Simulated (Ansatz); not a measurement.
Consider Zr in the hcp (Mg type) structure (space group P6_3/mmc, No. 194; a = 3.2460 Å, c = 5.1507 Å).

Computed with r2SCAN/PAW in Ansatz (a program for electronic structure), no spin-orbit coupling.

Before the change:

- Volume per atom: 23.50 Å³

Modification: full substitution Zr → Al, then cell and atoms are relaxed.

Question: How does this affect the volume per atom?

Answer: The volume per atom shrinks by 7.49 Å³ to 16.01 Å³.

No phonon test of stability was made. For Al in this form, whether it has been made was not checked. All final runs are without spin polarisation. This is not the structure that Al has at room temperature and ambient pressure.
